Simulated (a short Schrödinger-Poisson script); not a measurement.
**Symmetric double-gate stack, HfO2 on p-type Ge(111)**

Stack: symmetric double-gate stack, HfO2 on p-type Ge(111), at 300 K.

```tsv
layer	material	thickness (nm)	Na (cm⁻³)
1	HfO2	9.8	-
2	Ge	10	1e15
3	HfO2	9.8	-
```

Constants are typed, rounded textbook-type inputs, not results; the design itself was drawn at random and stands for no fabricated device. HfO2: permittivity 22, conduction-band edge (eV) 1.5, gap (eV) 5.7, electron mass (mₑ) 0.2. Ge: permittivity 16, conduction-band edge (eV) 0, gap (eV) 0.664, Nv at 300 K (cm⁻³) 6e18.

Channel valleys (confinement mass, in-plane density-of-states mass, number): L1 1.59, 0.08, 1; L3 0.09, 0.34, 3. At the gates, both at one voltage, the conduction-band edge of layer 1 lies 1.71 eV − eVg above the Fermi level of the channel. Gaps are held at their typed values at every temperature. Mesh 0.03 nm at interfaces.

From a short Schrödinger-Poisson script (our own, NumPy): 1D Poisson equation in equilibrium, electrons quantum, Hartree (BenDaniel-Duke, 12 states a valley, the channel's in-plane mass for all, wave functions ending at the dielectric), parabolic valleys, classical holes, full ionisation, no traps, pinning or gate leakage.

```csv
Vg (V),electrons (cm⁻²),C (μF/cm²),L1 E0 (meV),L1 E1 (meV),L3 E0 (meV),L3 E1 (meV)
-0.1,2.66e7,< 0.003,312.4,319.5,351.8,477.2
0,1.27e9,0.00801,212.5,219.6,251.9,377.2
0.1,5.42e10,0.306,115.4,122.4,154.9,280.0
0.2,6.79e11,1.72,49.8,54.9,89.4,212.8
0.3,2.00e12,2.40,19.9,22.2,61.5,181.3
0.4,3.59e12,2.67,0.1,0.9,46.6,162.7
0.5,5.31e12,2.81,-16.5,-16.3,36.6,149.3
0.6,7.09e12,2.91,-31.5,-31.4,29.2,138.7
0.7,8.93e12,2.97,-45.4,-45.4,23.2,129.6
0.8,1.08e13,3.02,-58.6,-58.6,18.1,121.7
0.9,1.27e13,3.05,-71.3,-71.3,13.6,114.5
```

Subbands count from the Fermi level. The capacitance is that of both gates.

Only the L valleys are kept; under strong confinement the Δ valleys of Ge fill too.
